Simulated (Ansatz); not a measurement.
The parent structure is MgF2 in the rutile structure (space group P4_2/mnm, No. 136; a = 4.639 Å, c = 3.062 Å).

Levels (all Ansatz, a quantum-chemistry and plane-wave program, PAW): PBEsol (420 eV, spin-orbit coupling left out); r2SCAN (500 eV, no spin-orbit coupling).

The geometry is relaxed with PBEsol.

| Item | Value |
|---|---|
| PBEsol lowest conduction level above the VBM at special points | Γ 6.89 eV; X 9.29 eV; M 10.99 eV; Z 11.61 eV |
| PBEsol width of the top valence band | 0.85 eV |
| PBEsol pressure | 0.00 GPa |

### Question
How does going to r2SCAN change the lowest conduction level above the VBM at special points, width of the top valence band and pressure?

### Answer
The lowest conduction level above the VBM at special points goes from Γ 6.89 eV; X 9.29 eV; M 10.99 eV; Z 11.61 eV to Γ 7.98 eV; X 10.40 eV; M 12.15 eV; Z 12.79 eV; the width of the top valence band remains 0.85 eV; the pressure goes from zero to -1.29 GPa.

Single points use the geometry relaxed with PBEsol. Their cutoffs differ, which shifts pressures a little. The levels and masses belong to the bands next to the band gap. Stability against distortions was not tested. The base started in Pnnm and relaxed to P4_2/mnm at this level.
